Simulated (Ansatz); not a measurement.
System: interstitial N in monoclinic HfO2 (charge state -1). The step: a concerted move, in which O travels most (a rearrangement that moves the defect's centre by under 1 Å); the atom moves 1.70 Å along (-0.13, -0.24, 0.16) of the unit cell; at the start the N atom holds a host O site and a host atom stands off its site; at the end the N atom holds a host O site and a host atom stands off its site; the moving atom starts with neighbours N at 1.51 Å and ends with Hf at 2.11, Hf at 2.19; N at 1.51 Å. DFT values are from Ansatz (plane-wave PAW, 420 eV unless said) in a cell of 96 host sites, spin-restricted, static, with no finite-size correction. The charge state is imposed; whether it is stable for some Fermi level was not computed. Sites that were not tried may lie lower. For the PBE band: the program found a first-order saddle point.

```tsv
Level	Forward barrier (eV)	Cost of the band or of the saddle's single point
CHGNet universal potential (has no charge state), its own band	0.79	-
PBE, the Γ point alone, band relaxed	1.76	very roughly 4 core-hours
PBE, a 2×2×2 k-point mesh shifted by half a step, same geometries	1.77	around 17 core-minutes (rough)
r2SCAN at 500 eV, the Γ point alone, same geometries	___	about 4 core-minutes (a rough figure)
```

Q: Fill in the missing entries.

A: 
- r2SCAN at 500 eV, the Γ point alone, same geometries, Forward barrier (eV): 1.80

Ansatz is a quantum-chemistry and plane-wave program.
